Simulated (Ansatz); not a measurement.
# BaH2 (P6₃/mmc, No. 194, 6 atoms in the cell; start mp-1182102; a measured phase of this formula has another space group)

Calculation: LDA in Ansatz (plane waves, PAW).

Settings: plane-wave cutoff 520 eV, 12×12×6 k mesh (along the axes of the cell as run), Fermi–Dirac smearing 0.01 eV, scalar-relativistic PAW data made under PBE.

Cell (relaxed with PBEsol):

```
BaH2
1.0
    4.38409     0.00000     0.00000
   -2.19205     3.79674     0.00000
    0.00000     0.00000     5.79283
Ba H
2 4
Cartesian
  2.19205   1.26558   4.34462
  0.00000   2.53116   1.44821
  0.00000   2.53116   4.34462
  2.19205   1.26558   1.44821
  0.00000   0.00000   2.89641
  0.00000   0.00000   0.00000
```

```json
{
 "band_gap": "1.59 eV",
 "smallest_direct_gap_on_the_k_points_sampled": "2.54 eV",
 "direct gap at Γ": "2.75 eV"
}
```

Note: cell and atoms aren't relaxed at this level (pressure -1.3 GPa).

Spin–orbit coupling is not included.

Static lattice: no zero-point or thermal effects.

The result took around 17 core-seconds (rough).

A start named mp-… is a Materials Project structure, which need not be a measured phase.

Ansatz is a quantum-chemistry and plane-wave program.
